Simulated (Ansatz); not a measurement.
Base system: Os in the hcp (Mg type) structure (space group P6_3/mmc, No. 194; relaxed with 0.1 eV smearing).

```
CELL_PARAMETERS angstrom
      2.73847     0.00000     0.00000
     -1.36924     2.37159     0.00000
      0.00000     0.00000     4.31933
ATOMIC_POSITIONS crystal
  Os 0.33333 0.66667 0.75000
  Os 0.66667 0.33333 0.25000
```

Cartesian axes are those of the cell as printed.

Calculations: r2SCAN (Ansatz, a first-principles code, PAW, no spin-orbit coupling), earlier PAW set.

Modification: tensor shear ε_xz = −3.95 % (engineering shear γ = -0.0790); the atoms relax in the strained cell.

Q: What does the calculation give for the largest internal atomic displacement and energy relative to the base after the change?

A: The largest internal atomic displacement comes out as 0.010 Å; the energy rises by 73 meV/atom.

Stability against distortions was not tested. The final runs are not spin-polarised.
